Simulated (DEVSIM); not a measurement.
Structure: Si n+/n-/n+ resistor, at 300 K.

```csv
layer (left to right),material,thickness (μm),Nd (cm⁻³),τn (s),τp (s)
1,Si,0.180,9.7e17,4.6e-6,4.6e-6
2,Si,2.80,1e14,4.6e-6,4.6e-6
3,Si,0.630,7e17,4.6e-6,4.6e-6
```

Left contact: ohmic. Right contact: ohmic. Voltage is applied to the left contact. Recombination: SRH at mid-gap. Mobility is constant in doping.

Constants are typed, rounded textbook-type inputs, not results; the design itself was drawn at random and stands for no fabricated device. Values at 300 K.

```csv
parameter,Si
gap (eV),1.124
affinity (eV),4.05
permittivity,11.7
Nc (cm⁻³),2.86e19
Nv (cm⁻³),3.1e19
μn (cm²/Vs),1417
μp (cm²/Vs),470
```

Model (solved in DEVSIM): 1D drift-diffusion, Boltzmann statistics, complete ionisation; no tunnelling, impact ionisation, image-force lowering or self-heating.

Q: Tabulate band edges, carrier densities and field at 1.15 V on the left contact.

A: Energies count from the Fermi level of the right contact; mesh points crowd at the junctions.

| x (μm) | Ec (eV) | Ev (eV) | n (cm⁻³) | p (cm⁻³) | field (V/cm) |
|---|---|---|---|---|---|
| 0.000 | -1.062 | -2.187 | 9.7e17 | 120 | ≈ 0 |
| 0.02514 | -1.062 | -2.187 | 9.7e17 | 100 | ≈ 0 |
| 0.06930 | -1.062 | -2.187 | 9.7e17 | < 1e2 | ≈ 0 |
| 0.1243 | -1.062 | -2.187 | 9.7e17 | < 1e2 | ≈ 0 |
| 0.1709 | -1.059 | -2.183 | 8.5e17 | < 1e2 | 8100 |
| 0.1921 | -0.994 | -2.118 | 6.8e16 | < 1e2 | 24000 |
| 0.2338 | -0.933 | -2.058 | 6.7e15 | < 1e2 | 10000 |
| 0.3687 | -0.832 | -1.956 | 2.9e14 | < 1e2 | 6800 |
| 0.6122 | -0.671 | -1.795 | 1.8e14 | < 1e2 | 6400 |
| 1.134 | -0.352 | -1.476 | 2.0e14 | < 1e2 | 5700 |
| 1.971 | 0.063 | -1.061 | 2.8e14 | 250 | 4000 |
| 2.625 | 0.247 | -0.877 | 6.3e14 | 250000 | 1100 |
| 2.828 | 0.246 | -0.878 | 1.8e15 | 240000 | -1700 |
| 2.922 | 0.212 | -0.912 | 7.6e15 | 64000 | -6700 |
| 2.974 | 0.142 | -0.982 | 1.2e17 | 4200 | -30000 |
| 2.997 | 0.097 | -1.027 | 6.7e17 | 720 | -2100 |
| 3.041 | 0.096 | -1.028 | 7.0e17 | 650 | ≈ 0 |
| 3.125 | 0.096 | -1.028 | 7.0e17 | 580 | ≈ 0 |
| 3.364 | 0.096 | -1.028 | 7.0e17 | 380 | ≈ 0 |
| 3.503 | 0.096 | -1.028 | 7.0e17 | 260 | ≈ 0 |
| 3.571 | 0.096 | -1.028 | 7.0e17 | 200 | ≈ 0 |
| 3.610 | 0.096 | -1.028 | 7.0e17 | 170 | ≈ 0 |
